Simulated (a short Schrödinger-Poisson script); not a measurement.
# Symmetric double-gate stack, Si3N4 on p-type Si(100)

System: symmetric double-gate stack, Si3N4 on p-type Si(100), at 400 K.

| layer | material | thickness (nm) | Na (cm⁻³) |
|---|---|---|---|
| 1 | Si3N4 | 1.6 | - |
| 2 | Si | 3 | 1e18 |
| 3 | Si3N4 | 1.6 | - |

Constants are typed, rounded textbook-type inputs, not results; the design itself was drawn at random and stands for no fabricated device. Si3N4: permittivity 7.5, conduction-band edge (eV) 1.95, gap (eV) 5.1, electron mass (mₑ) 0.5. Si: permittivity 11.7, conduction-band edge (eV) 0, gap (eV) 1.124, Nv at 300 K (cm⁻³) 3.1e19.

Channel valleys (confinement mass, in-plane density-of-states mass, number): Δ2 0.916, 0.19, 2; Δ4 0.19, 0.417, 4. At the gates, both at one voltage, the conduction-band edge of layer 1 lies 2.28 eV − eVg above the Fermi level of the channel. Gaps are held at their typed values at every temperature. Mesh 0.03 nm at interfaces.

Solved with a short Schrödinger-Poisson script written for these runs: 1D Poisson equation in equilibrium, electrons quantum, Hartree (BenDaniel-Duke, 12 states a valley, the channel's in-plane mass for all, wave functions free to enter the dielectric), parabolic valleys, classical holes, full ionisation, no traps, pinning or gate leakage.

| Vg (V) | electrons (cm⁻²) | C (μF/cm²) | Δ2 E0 (meV) | Δ2 E1 (meV) | Δ4 E0 (meV) | Δ4 E1 (meV) |
|---|---|---|---|---|---|---|
| 0.05 | 5.93e8 | < 0.003 | 327.0 | 445.2 | 409.9 | 790.9 |
| 0.1 | 2.53e9 | 0.0119 | 277.0 | 395.2 | 360.0 | 741.0 |
| 0.15 | 1.07e10 | 0.0501 | 227.2 | 345.4 | 310.2 | 691.1 |
| 0.2 | 4.45e10 | 0.203 | 178.1 | 296.2 | 261.0 | 641.9 |
| 0.25 | 1.72e11 | 0.712 | 131.3 | 249.3 | 214.2 | 594.8 |
| 0.3 | 5.47e11 | 1.80 | 90.9 | 208.3 | 173.6 | 553.4 |
| 0.35 | 1.30e12 | 3.02 | 60.1 | 176.4 | 142.3 | 520.7 |
| 0.4 | 2.39e12 | 3.91 | 37.7 | 152.4 | 119.3 | 495.6 |
| 0.45 | 3.70e12 | 4.49 | 21.0 | 133.8 | 102.0 | 475.6 |
| 0.5 | 5.16e12 | 4.87 | 8.0 | 118.7 | 88.1 | 459.0 |
| 0.55 | 6.73e12 | 5.14 | -2.7 | 105.8 | 76.7 | 444.6 |
| 0.6 | 8.36e12 | 5.34 | -11.7 | 94.7 | 66.9 | 431.8 |
| 0.65 | 1.01e13 | 5.50 | -19.4 | 84.7 | 58.4 | 420.2 |
| 0.7 | 1.18e13 | 5.62 | -26.2 | 75.7 | 50.8 | 409.6 |
| 0.75 | 1.36e13 | 5.73 | -32.2 | 67.4 | 44.0 | 399.7 |
| 0.8 | 1.54e13 | 5.82 | -37.6 | 59.8 | 37.8 | 390.4 |
| 0.85 | 1.72e13 | 5.90 | -42.5 | 52.7 | 32.2 | 381.6 |
| 0.9 | 1.90e13 | 5.97 | -47.0 | 46.0 | 27.0 | 373.3 |
| 0.95 | 2.09e13 | 6.03 | -51.2 | 39.7 | 22.1 | 365.4 |
| 1 | 2.28e13 | 6.08 | -55.1 | 33.7 | 17.6 | 357.8 |
| 1.05 | 2.47e13 | 6.13 | -58.7 | 28.0 | 13.3 | 350.6 |

Subbands count from the Fermi level. The capacitance is that of both gates.
